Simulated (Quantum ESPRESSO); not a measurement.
Input and output of a self-consistent single point for Ta2Si (I4/mcm, 6 atoms in the cell) (Quantum ESPRESSO).

Method of the run: LDA (PW92), PseudoDojo standard norm-conserving (LDA) pseudopotentials (plane waves; Quantum ESPRESSO).

The change in words: lattice scaled by 0.98. Reference geometry:
```
Ta2Si
1.0
    3.08777    -3.08777     2.52364
    3.08777     3.08777     2.52364
   -3.08777    -3.08777     2.52364
Ta Si
4 2
Direct
  0.50000   0.83641   0.66359
  0.50000   0.16359   0.33641
  0.82718   0.33641   0.83641
  0.17282   0.66359   0.16359
  0.00000   0.25000   0.25000
  0.00000   0.75000   0.75000
```

Reference input (self-consistent single point, DFT, LDA (PW92), plane waves, PseudoDojo standard norm-conserving (LDA) pseudopotentials): ecutwfc = 60 Ry; occupations = smearing; smearing = gauss; degauss = 0.0073499 Ry; potentials = {Ta: Ta.upf, Si: Si.upf}; K_POINTS = automatic 7 7 7 0 0 0; conv_thr = 1e-10 Ry; mixing_beta = 0.4. This run's input differs from it in these lines:

```diff
@@ -11,4 +11,4 @@
   ibrav = 7
-  celldm(1) = 11.6700603744
-  celldm(3) = 0.817303130258
+  celldm(1) = 11.4366603008
+  celldm(3) = 0.817302983136
   nat = 6
@@ -28,8 +28,8 @@
 ATOMIC_POSITIONS {angstrom}
-Ta   -1.0102549527    2.0775100473    2.5236400000
-Ta   -2.0775100473    1.0102549527    0.0000000000
-Ta   -2.0775100473   -1.0102549527    2.5236400000
-Ta   -1.0102549527    4.0980199527    0.0000000000
-Si    0.0000000000    0.0000000000    1.2618200000
-Si    0.0000000000    0.0000000000    3.7854600000
+Ta   -0.9900499518    2.0359600482    2.4731670000
+Ta   -2.0359600482    0.9900499518    0.0000000000
+Ta   -2.0359600482   -0.9900499518    2.4731670000
+Ta   -0.9900499518    4.0160599518    0.0000000000
+Si    0.0000000000    0.0000000000    1.2365835000
+Si    0.0000000000    0.0000000000    3.7097505000
 K_POINTS {automatic}
```

Output (repeated stretches shortened):

```
     Self-consistent Calculation

     iteration #  1     ecut=    60.00 Ry     beta= 0.40

---- Real-time Memory Report at c_bands before calling an iterative solver
           179 MiB given to the printing process from OS
           144 MiB allocation reported by mallinfo(arena+hblkhd)
------------------

     Threshold (ethr) on eigenvalues was too large:
     Diagonalizing with lowered threshold

---- Real-time Memory Report at c_bands before calling an iterative solver
           189 MiB given to the printing process from OS
           150 MiB allocation reported by mallinfo(arena+hblkhd)
------------------

   [... lines left out ...]

---- Real-time Memory Report at c_bands before calling an iterative solver
           197 MiB given to the printing process from OS
           168 MiB allocation reported by mallinfo(arena+hblkhd)
------------------

     total energy              =    -538.61751772 Ry
     estimated scf accuracy    <          1.8E-09 Ry

     iteration # 10     ecut=    60.00 Ry     beta= 0.40

---- Real-time Memory Report at c_bands before calling an iterative solver
           198 MiB given to the printing process from OS
           170 MiB allocation reported by mallinfo(arena+hblkhd)
------------------
     End of self-consistent calculation

     the Fermi energy is    18.2605 ev

!    total energy              =    -538.61751772 Ry
     estimated scf accuracy    <          7.8E-11 Ry
     smearing contrib. (-TS)   =      -0.00140124 Ry
     internal energy E=F+TS    =    -538.61611648 Ry

     convergence has been achieved in  10 iterations

     Forces acting on atoms (cartesian axes, Ry/au):

     atom    1 type  1   force =     0.00551816    0.00551816    0.00000000
     atom    2 type  1   force =    -0.00551816   -0.00551816    0.00000000
     atom    3 type  1   force =    -0.00551816    0.00551816    0.00000000
     atom    4 type  1   force =     0.00551816   -0.00551816   -0.00000000
     atom    5 type  2   force =     0.00000000    0.00000000    0.00000000
     atom    6 type  2   force =    -0.00000000    0.00000000    0.00000000

     Total force =     0.015608     Total SCF correction =     0.000021

          total   stress  (Ry/bohr**3)                   (kbar)     P=       51.97
   0.00031550   0.00000000   0.00000000           46.41        0.00        0.00
   0.00000000   0.00031550   0.00000000            0.00       46.41        0.00
   0.00000000   0.00000000   0.00042886            0.00        0.00       63.09

   JOB DONE.
```

The run converged in 10 iterations. Against the reference run the free energy falls by 12.2 meV/atom, the pressure goes from -8.65 to 5.20 GPa and the largest force goes from 0.055 to 0.201 eV/Å.

The starting cell comes from a database of computed structures (which also holds hypothetical and non-ambient phases and stackings), without a prior relaxation at this level. For this run, on top of that: lattice scaled by 0.98. Spin polarisation is off. With a pressure of about 5 GPa the cell is away from its equilibrium volume at this level.

Cost on one core of a shared machine: roughly 90 s.
